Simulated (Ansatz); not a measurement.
Base system: FeCo in the CsCl type structure (space group Pm-3m, No. 221; a = 2.8003 Å; ferromagnetic).

Level of theory: plane-wave PAW DFT at the PBEsol level (Ansatz, a first-principles code, 420 eV), scalar-relativistic without spin-orbit coupling.

Base values:

| Item | Value |
|---|---|
| Band gap | zero |
| Density | 8.68 g/cm³ |
| Magnetic state | ferromagnetic |

Modification: cell and atoms relaxed at a pressure of 4.5 GPa.

Q: How does this affect the band gap?

A: The band gap remains zero.

Q: How does this affect the density?

A: The density grows by 0.17 g/cm³ to 8.85 g/cm³.

Q: Estimate the effect on the magnetic state.

A: The magnetic state remains ferromagnetic.

The magnetic state is the one reached from the starting moments; the real material's order can differ, and small cells can't hold many antiferromagnetic ones. Load acts through the strain it causes; cell and atoms are relaxed under it. Stability against distortions was not tested.
